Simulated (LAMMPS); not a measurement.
MD of CdSe (zinc blende) at zero pressure, 4096 atoms, as a liquid; each row is its own run.

Computed with classical MD, pair style sw, file CdTeZnSeHgS0.sw, run in LAMMPS.

| T (K) | volume (Å³/atom) |
|---|---|
| 1500 | 30.989 |
| 1650 | 31.731 |
| 1880 | 32.946 |
| 1950 | 33.447 |
| 2400 | 37.564 |

Problem. Fit a straight line, y = a + b x, to these rows (x is the first column, y the second) and predict the run at x = 2100.

Solution. Least squares gives a = 19.569 and b = 0.007338. At x = 2100 the fit predicts 34.979 Å³/atom. The run itself gave 34.49 ± 0.02 Å³/atom, so the fit is 1.4 % high.

Caution (row 1500): enthalpy drifts during the constant-pressure average: a transition or slow ageing; fluctuation values are void.

Caution: the real compound melts congruently only under the pressure of its own vapour and loses its more volatile element when open.

Caution (rows 1500; 1650; 1880; 1950): this liquid lies under the melting point of about 2140 K that CdTeZnSeHgS0.sw gives, so it is undercooled.
